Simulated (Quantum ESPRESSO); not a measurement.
Quantum ESPRESSO run on Pd (Fm-3m, 1 atom in the cell): self-consistent single point.

Method: PBE, PSlibrary PAW (PBE, semicore) pseudopotentials (plane waves; Quantum ESPRESSO).

```
CELL_PARAMETERS angstrom
      0.00000     1.95084     1.95084
      1.95084     0.00000     1.95084
      1.95084     1.95084     0.00000
ATOMIC_POSITIONS crystal
  Pd 0.00000 0.00000 0.00000
```

Reference input (self-consistent single point, DFT, PBE, plane waves, PSlibrary PAW (PBE, semicore) pseudopotentials): ecutwfc = 65 Ry; ecutrho = 585 Ry; occupations = smearing; smearing = fd; degauss = 0.0073499 Ry; potentials = {Pd: Pd.pbe-spn-kjpaw_psl.1.0.0.UPF}; K_POINTS = automatic 14 14 14 0 0 0; conv_thr = 1e-10 Ry; mixing_beta = 0.4. This run's input differs from it in these lines:

```diff
@@ -15,5 +15,3 @@
  ecutrho = 585
- occupations = 'smearing'
- smearing = 'fd'
- degauss = 0.0073499
+ occupations = 'tetrahedra_opt'
 /
@@ -28,3 +26,3 @@
 K_POINTS automatic
-14 14 14  0 0 0
+27 27 27  0 0 0
 CELL_PARAMETERS angstrom
```

The program printed (abridged):

```
     Message from routine iosys:
     BEWARE:  force calculation with tetrahedra (not recommanded)
     Message from routine iosys:
     BEWARE: stress calculation with tetrahedra (not recommanded)
     file Pd.pbe-spn-kjpaw_psl.1.0.0.UPF: wavefunction(s)  4S 5S 4D renormalized
     Message from routine setup:
     using ibrav=0 with symmetry is DISCOURAGED, use correct ibrav instead
   [... lines left out ...]
     1.0107  -0.0165   0.0000   0.0000   0.0000

          k = 0.4714 0.1571-0.1048 (   886 PWs)   bands (ev):

   -64.3561 -30.2180 -30.0409 -30.0098  15.1582  15.7675  17.3620  18.2601
    19.6541  21.4694  31.4283  35.7243  36.1394

     occupation numbers
     1.0000   1.0000   1.0000   1.0000   1.0000   1.0000   1.0000   1.0000
     0.8960   0.0000   0.0000   0.0000   0.0000

          k = 0.4976 0.1833-0.1309 (   885 PWs)   bands (ev):

   -64.3527 -30.2340 -30.0553 -30.0118  15.1645  15.8961  17.3101  18.1797
    19.7440  22.4140  30.0732  35.1434  36.1723

     occupation numbers
     1.0000   1.0000   1.0000   1.0000   1.0000   1.0000   1.0000   1.0000
     0.3127   0.0000   0.0000   0.0000   0.0000

   [... 270 blocks of this kind left out ...]

     the Fermi energy is    19.7193 ev

!    total energy              =    -512.02789245 Ry
     estimated scf accuracy    <          6.6E-11 Ry

     The total energy is the sum of the following terms:
     one-electron contribution =     -75.67721435 Ry
     hartree contribution      =      51.20377078 Ry
     xc contribution           =     -30.84490075 Ry
     ewald contribution        =    -201.47533390 Ry
     one-center paw contrib.   =    -255.23421423 Ry
      -> PAW hartree energy AE =     190.44090329 Ry
      -> PAW hartree energy PS =    -188.72977439 Ry
      -> PAW xc energy AE      =    -286.23431161 Ry
      -> PAW xc energy PS      =      29.28896848 Ry
      -> total E_H with PAW    =      52.91489968 Ry
      -> total E_XC with PAW   =    -287.79024388 Ry

     convergence has been achieved in  10 iterations

     Forces acting on atoms (cartesian axes, Ry/au):

     atom    1 type  1   force =     0.00000000    0.00000000    0.00000000

     Total force =     0.000000     Total SCF correction =     0.000000

          total   stress  (Ry/bohr**3)                   (kbar)     P=       36.36
   0.00024718  -0.00000000   0.00000000           36.36       -0.00        0.00
  -0.00000000   0.00024718   0.00000000           -0.00       36.36        0.00
   0.00000000   0.00000000   0.00024718            0.00        0.00       36.36

   JOB DONE.
```

The run converged in 10 iterations. Against the reference run the free energy goes up by 32.0 meV/atom and the pressure goes from 4.26 to 3.64 GPa.

The starting cell has typed, rounded lattice constants, without a prior relaxation at this level. Its lattice was rescaled by up to half a per cent. Spin polarisation is off. With a pressure of about 4 GPa the cell is away from its equilibrium volume at this level.

Cost on one core of a shared machine: roughly 4 min.
